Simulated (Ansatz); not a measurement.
Take ZnSe in the zinc blende structure (space group F-43m, No. 216; a = 5.666 Å) as the base.

Computed with Kohn–Sham DFT with the r2SCAN functional, run in Ansatz (an electronic-structure program) with PAW and 500 eV plane waves, no spin-orbit coupling, earlier PAW set.

Carriers are added at fixed cell with a uniform background; the Fermi–Dirac width is that of 300 K.

One change was made to it. Results:

```csv
quantity,base,after
gap between the host's bands,1.86 eV,1.89 eV
Fermi level relative to the doped band's edge (positive inside the band; to 0.05 eV),–,+0.20 eV
gap character,direct at Γ,direct at Γ
```

What was done to the base?
A) holes 1.0×10^21 cm⁻³
B) electrons 2.0×10^21 cm⁻³
C) holes 1.0×10^22 cm⁻³

A, holes 1.0×10^21 cm⁻³. For comparison, the Fermi level from band edge in the other runs: holes 1.0×10^22 cm⁻³ gives +0.70 eV; electrons 2.0×10^21 cm⁻³ gives +1.45 eV.

Carriers are added with a uniform compensating background; total energy and stress of such cells depend on the potential's zero and are not compared; many-body gap narrowing is missing at this level. No phonon test of stability was made.
